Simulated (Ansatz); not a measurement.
We consider fluorite NiSi2, described by B3LYP (VWN-RPA form) in Ansatz (PAW).

Numerical settings: plane-wave cutoff 460 eV, 10×10×10 k mesh, Fermi–Dirac smearing 0.05 eV, no spin polarisation, scalar-relativistic PAW data made under PBE.

Pressure at four volumes; x = ln(V/13.508 Å³). One pressure is withheld.

| V (Å³/atom) | x | P (GPa) |
|---|---|---|
| 12.832 | -0.0513 | 8.97 |
| 13.508 | 0.0000 | 0.55 |
| 13.845 | 0.0246 | -2.84 |
| 14.183 | 0.0488 | ? |

Problem. Pass a parabola P(x) through the three rows shown, estimate the bulk modulus and its pressure derivative near zero pressure, and predict the withheld pressure.

Solution. Slopes between the rows: (0.55 − (8.97))/(0.0000 − (-0.0513)) = -164.13 and (-2.84 − (0.55))/(0.0246 − (0.0000)) = -137.80 GPa. Their difference over the span 0.0759 is c = 26.33/0.0759 = 346.9 GPa, so P(x) = 8.97 + (-164.13)(x − (-0.0513)) + 346.9 (x − (-0.0513))(x − (0.0000)). At the middle row B = −dP/dx = −[-164.13 + 346.9 × 0.0513] = 146.3 GPa, and B′ = dB/dP = 2c/B = 4.7. At x = 0.0488 the parabola gives -5.76 GPa; the run gives -5.74 GPa. The Birch–Murnaghan fit to the energies at all volumes has B0 = 143 GPa and B′ = 4.8.

Note: the run has no spin polarisation, so it can have missed a magnetic state.

Ansatz is a quantum-chemistry and plane-wave program.
